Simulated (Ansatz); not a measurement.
Cu under a change: biaxial strain −4.77 %, plane normal [111], relaxed out of plane

Consider Cu in the fcc (Cu type) structure (space group Fm-3m, No. 225; a = 3.564 Å). Axes: x, y, z lie along the cube axes.

One thing is altered: biaxial strain −4.77 %, plane normal [111], relaxed out of plane (Cartesian); in-plane vectors clamped, the third vector and the atoms free.

Level of theory: PBEsol, PAW, 420 eV (Ansatz, a program for electronic structure; spin-orbit coupling left out). Settings: 22×22×22 k-points, 0.05 eV Fermi–Dirac smearing.

The volume per atom shrinks by 0.712 Å³, from 11.32 Å³ to 10.60 Å³ and the space group becomes R-3m (No. 166) (base: Fm-3m (No. 225)). The shortest interatomic distance drops by 0.227 bohr to 4.535 bohr and the energy increases by 65 meV/atom. The pressure (mean of the normal stresses, compression positive) goes from zero to 14.4 GPa and the band gap stays zero. The out-of-plane strain is +3.33 % (rough) and the mean in-plane stress (compression positive) comes out as +21.5 GPa (rough).

Final structure (turned so that z lies along the plane normal):

```yaml
crystal:
  lattice:
    - [2.39977, 0.00000, 0.00000]
    - [1.19988, 2.07826, 0.00000]
    - [1.19988, -0.69275, 2.12599]
  atoms:
    - { symbol: Cu, position: [0.00000, 0.00000, 0.00000] }
```

Without a gap, meshes like the base's 22×22×22 leave anisotropic stresses uncertain by several tenths of a GPa, and small strain energies with them. No phonon test of stability was made. All final runs are without spin polarisation.
